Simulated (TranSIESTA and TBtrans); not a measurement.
Junction: (3,3) carbon nanotube with one Mn atom in a divacancy. Geometry: 39 atoms about the centre moved by SIESTA (PBE, SZP) to a largest force of 0.04 eV/Å, all others as built. Transport runs along z; the first 36 and the last 36 of the 119 atoms are the lead cells, repeated to infinity.

```xyz
119
Lattice="13.082 0.000 0.000 0.000 13.020 0.000 0.000 0.000 24.682" Properties=species:S:1:pos:R:3 pbc="F F T"
C      6.896     4.500     0.000
C      5.521     4.742     0.000
C      8.582     6.510     0.000
C      4.623     7.208     0.000
C      8.105     7.822     0.000
C      5.521     8.278     0.000
C      7.562     4.742     1.234
C      4.978     5.198     1.234
C      8.459     5.812     1.234
C      4.500     6.510     1.234
C      7.562     8.278     1.234
C      6.187     8.520     1.234
C      6.896     4.500     2.468
C      5.521     4.742     2.468
C      8.582     6.510     2.468
C      4.623     7.208     2.468
C      8.105     7.822     2.468
C      5.521     8.278     2.468
C      7.562     4.742     3.702
C      4.978     5.198     3.702
C      8.459     5.812     3.702
C      4.500     6.510     3.702
C      7.562     8.278     3.702
C      6.187     8.520     3.702
C      6.896     4.500     4.936
C      5.521     4.742     4.936
C      8.582     6.510     4.936
C      4.623     7.208     4.936
C      8.105     7.822     4.936
C      5.521     8.278     4.936
C      7.562     4.742     6.170
C      4.978     5.198     6.170
C      8.459     5.812     6.170
C      4.500     6.510     6.170
C      7.562     8.278     6.170
C      6.187     8.520     6.170
C      6.880     4.344     7.397
C      5.431     4.590     7.393
C      8.677     6.472     7.440
C      4.623     7.208     7.405
C      8.105     7.822     7.405
C      5.521     8.278     7.405
C      7.564     4.540     8.652
C      4.820     5.080     8.604
C      8.509     5.685     8.651
C      4.361     6.476     8.622
C      7.620     8.332     8.657
C      6.187     8.520     8.639
C      6.811     4.206     9.876
C      5.412     4.587     9.828
C      8.637     6.408     9.927
C      4.502     7.211     9.866
C      8.191     7.810     9.887
C      5.451     8.323     9.870
C      4.867     5.083    11.114
C      8.664     5.646    11.159
C      4.375     6.466    11.111
C      7.622     8.348    11.108
C      6.174     8.610    11.101
C      5.463     4.480    12.289
C      8.736     6.493    12.333
C      4.531     7.222    12.339
C      8.227     7.869    12.337
C      5.471     8.354    12.346
C      7.811     4.571    13.571
C      4.997     5.084    13.521
C      8.637     5.762    13.619
C      4.440     6.445    13.561
C      7.652     8.359    13.581
C      6.210     8.599    13.578
C      7.021     4.343    14.796
C      5.561     4.612    14.797
C      8.775     6.520    14.843
C      4.543     7.213    14.791
C      8.233     7.886    14.825
C      5.521     8.278    14.809
C      7.673     4.633    16.050
C      4.928     5.108    16.008
C      8.624     5.752    16.054
C      4.500     6.510    16.043
C      7.562     8.278    16.043
C      6.187     8.520    16.043
Mn     7.371     4.216    11.724
C      6.896     4.500    17.277
C      5.521     4.742    17.277
C      8.582     6.510    17.277
C      4.623     7.208    17.277
C      8.105     7.822    17.277
C      5.521     8.278    17.277
C      7.562     4.742    18.511
C      4.978     5.198    18.511
C      8.459     5.812    18.511
C      4.500     6.510    18.511
C      7.562     8.278    18.511
C      6.187     8.520    18.511
C      6.896     4.500    19.745
C      5.521     4.742    19.745
C      8.582     6.510    19.745
C      4.623     7.208    19.745
C      8.105     7.822    19.745
C      5.521     8.278    19.745
C      7.562     4.742    20.979
C      4.978     5.198    20.979
C      8.459     5.812    20.979
C      4.500     6.510    20.979
C      7.562     8.278    20.979
C      6.187     8.520    20.979
C      6.896     4.500    22.214
C      5.521     4.742    22.214
C      8.582     6.510    22.214
C      4.623     7.208    22.214
C      8.105     7.822    22.214
C      5.521     8.278    22.214
C      7.562     4.742    23.448
C      4.978     5.198    23.448
C      8.459     5.812    23.448
C      4.500     6.510    23.448
C      7.562     8.278    23.448
C      6.187     8.520    23.448
```

Run with TranSIESTA and TBtrans (open boundaries, self-consistent; PseudoDojo norm-conserving potentials, scalar-relativistic): Spin polarized, PAO.BasisSize SZP, PAO.EnergyShift 0.15 eV, XC.Authors PBE, Mesh.Cutoff 150 Ry, ElectronicTemperature 300 K, TS.Voltage 0.0 eV, TBT.Elecs.Eta 0.001 eV.

Energies count from the leads' Fermi level. Transmissions are for each spin. The energy step is 0.02 eV; narrower resonances are cut or missed.

```csv
E (eV),T up,T down
-0.20,0.987,1.12
-0.16,0.979,1.11
-0.12,0.971,1.11
-0.08,0.962,1.10
-0.04,0.953,1.10
0.00,0.945,1.10
0.04,0.937,1.10
0.08,0.929,1.09
0.12,0.923,1.09
0.16,0.917,1.09
0.20,0.913,1.09
```

**Question.** Give the zero-bias conductance in μS and the resistance at 300 K.

**Answer.** At the Fermi level the mean of both spins is (0.945 + 1.10)/2 = 1.02. Averaged with −∂f/∂E over the full grid (kT = 25.9 meV) it is 1.02. With G0 = 2e²/h = 77.48 μS, G = 79.0 μS and R = 1/G = 12.7 kΩ.

**Question.** The eigenchannels at the Fermi level (both spins) transmit 0.929, 0.0156, 0.891, 0.206. What Fano factor of the shot noise follows at low temperature and bias?

**Answer.** F = Σ τ(1 − τ)/Σ τ = 0.342/2.04 = 0.17.

Moments were seeded on the central atoms alone, and one start was tried. Moving central atoms between leads that stay as built scatters by itself, most near band edges, so not all of the loss belongs to a defect.
